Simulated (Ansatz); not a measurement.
The parent structure is CdSe in the wurtzite structure (space group P6_3mc, No. 186; a = 4.248 Å, c = 6.941 Å). Axes: x lies along a and z along c of the hexagonal cell.

The values are results of Ansatz (an electronic-structure program), LDA, PAW, cutoff 420 eV, no spin-orbit coupling, not measurements.

Before the change:

Shortest interatomic distance: 2.600 Å
Band gap: 0.46 eV
Electron mass: 0.047 mₑ (at Γ)

It is then changed as follows: the cell is compressed by 1.80 % along x with no lateral relaxation; the atoms relax in the strained cell.

Q: Estimate the effect on the shortest interatomic distance.

A: The shortest interatomic distance drops by 0.016 Å, from 2.600 Å to 2.584 Å.

Q: Estimate the effect on the band gap.

A: The band gap drops by 0.02 eV (0.46 eV → 0.44 eV).

Q: How does this affect the electron mass?

A: The electron mass becomes 0.047 mₑ along x, 0.051 mₑ across (at Γ) (base: 0.047 mₑ (at Γ)).

Masses are band curvatures over ±0.01 Å⁻¹ around the edge. Whether these cells are dynamically stable was not tested.
